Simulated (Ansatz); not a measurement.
For BP (model structure, started from the tenorite type, P4₂/mmc, No. 131, 4 atoms in the cell), PBE (Ansatz, a program for electronic structure, PAW) gives:

```
Item                              Value
------------------------------  -------
equilibrium lattice constant a  3.005 Å
lattice parameter c             5.301 Å
```

### Question
What does PBE-D3(BJ) (Ansatz, PAW) give for the same quantities?

### Answer

- lattice constant a: 2.969 Å (drops by 1.2 %)
- lattice parameter c: 5.256 Å (falls by 0.8 %)

Changes are worked out from the printed values.

Unless a cell is named, each level is at its own relaxed cell (PBE 11.96, PBE-D3(BJ) 11.58 Å³/atom).

Ansatz's density-functional and Hartree–Fock values are scalar-relativistic unless marked +SOC, with PAW data made under PBE.

A model structure was made by putting elements into a prototype or built by hand; it is no filed structure, need not be a known phase, and can be a saddle point held by its symmetry.
